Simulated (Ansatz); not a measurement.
The starting structures come from a database of crystals and need not be the phases stable at ambient conditions.

Inside the gap of an insulator the Bloch states are evanescent, with a wavenumber k + iκ along the transport direction.

Data:

```yaml
crystal:
  lattice:
    - [5.81363, 0.00000, 0.00000]
    - [0.57963, 7.99318, 0.00000]
    - [-2.61700, 3.99659, 2.75811]
  atoms:
    - { symbol: In, position: [0.71424, 0.35712, 0.00000] }
    - { symbol: In, position: [0.28576, 0.64288, 0.00000] }
    - { symbol: In, position: [0.28576, 0.14288, 0.00000] }
    - { symbol: In, position: [0.71424, 0.85712, 0.00000] }
    - { symbol: O, position: [0.79649, 0.95351, 0.59299] }
    - { symbol: O, position: [0.20350, 0.04650, 0.40701] }
    - { symbol: O, position: [0.20350, 0.54650, 0.70351] }
    - { symbol: O, position: [0.79649, 0.45350, 0.29650] }
    - { symbol: O, position: [0.50000, 0.25000, 0.70351] }
    - { symbol: O, position: [0.50000, 0.75000, 0.29650] }
```

The cell is taken as given; by r2SCAN it stands under a pressure of -0.9 GPa.

Transport runs along the normal of the first two printed cell vectors, the (110) plane of the conventional cell.

The gap is the functional's own. No spin-orbit coupling. Mid-gap values are those at the computed energy nearest the middle.

**Question.** State the band gap and the smallest decay constant κ at mid-gap according to r2SCAN (Ansatz, a first-principles code).

**Answer.** Gap 1.77 eV on a 12×12×12 mesh; κ = 0.170 1/Å, at the zone centre.
